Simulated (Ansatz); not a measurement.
The reference is BeSe in the zinc blende structure (space group F-43m, No. 216; a = 5.082 Å).

All numbers come from DFT with LDA, PAW potentials and a 420 eV plane-wave cutoff in Ansatz (a program for electronic structure), no spin-orbit coupling.

Before the change:

The width of the top valence band is 3.50 eV and the lattice parameter a is 9.603 bohr.

The change: cell and atoms relaxed at a pressure of 4.5 GPa.

Question: Estimate the effect on the width of the top valence band and lattice parameter a.

Answer: The width of the top valence band increases by 0.25 eV, from 3.50 eV to 3.75 eV; the lattice parameter a decreases by 0.156 bohr (9.603 bohr → 9.447 bohr).

The levels and masses belong to the bands next to the band gap. Load acts through the strain it causes; cell and atoms are relaxed under it. No phonon test of stability was made.
